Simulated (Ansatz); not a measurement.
## Pressure series in Se

Take Se (space group P3_121, No. 152; a = 4.5294 Å, c = 5.0424 Å; made of chains) as the base.

Cell and atoms are relaxed at each pressure.

Computed with PBE in Ansatz (plane waves to 420 eV, PAW, no SOC), earlier PAW set.

| pressure (GPa) | volume per atom (Å³/atom) |
|---|---|
| 0 | 29.863 |
| 0.3 | ? |
| 0.7 | 27.120 |
| 1.5 | 25.666 |
| 3 | 24.069 |
| 5 | 22.780 |

Problem. Fit the third-order Birch–Murnaghan form P(V) = (3B₀/2)[(V₀/V)^(7/3) − (V₀/V)^(5/3)]·[1 + (3/4)(B₀′ − 4)((V₀/V)^(2/3) − 1)] (squares taken in P) to the rows shown and predict the withheld row.

Solution. Least squares on the printed values gives V₀ = 29.945 Å³/atom, B₀ = 3.10 GPa, B₀′ = 20.0; this predicts 28.248 Å³/atom, and the run gives 28.329 Å³/atom, 0.081 higher.

Load acts through the strain it causes; cell and atoms are relaxed under it. Stability against distortions was not tested. No other phases were tried under pressure. No dispersion term is included, though the crystal is made of layers, chains or molecules, so its spacings can come out too wide.

Ansatz is an electronic-structure program.
